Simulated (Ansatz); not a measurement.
Seebeck coefficient (μV/K, mean over directions) of p-type SiC (P6_3mc) against carrier density, PBE with spin-orbit coupling, rigid bands (Ansatz, a first-principles code). Computed gap 2.27 eV; densities at which minority carriers matter at this gap, or further valleys turn the trend, are left out. Conductivity mass 1.29 mₑ (harmonic mean over directions), N_v = 6.8e19 cm⁻³ at 300 K.

```
hole density  300 K  500 K  800 K
------------  -----  -----  -----
1e16 cm⁻³         ?   1056   1121
1e17 cm⁻³       788    857    923
1e18 cm⁻³       589    659    724
3e18 cm⁻³       495    564    630
1e19 cm⁻³       392      ?    526
3e19 cm⁻³       299    367    432
1e20 cm⁻³       201    267      ?
3e20 cm⁻³       124    182    240
1e21 cm⁻³        68    106    150
```

Task: Some entries are withheld; supply them.

Result: 
- 1e16 cm⁻³, 300 K: 986
- 1e19 cm⁻³, 500 K: 461
- 1e20 cm⁻³, 800 K: 330

Rigid bands with a gap fixed in temperature, one relaxation time for all states, no polarons or phonon drag, and whether or not such doping can be reached. Geometry: cell and atoms relaxed with PBEsol.
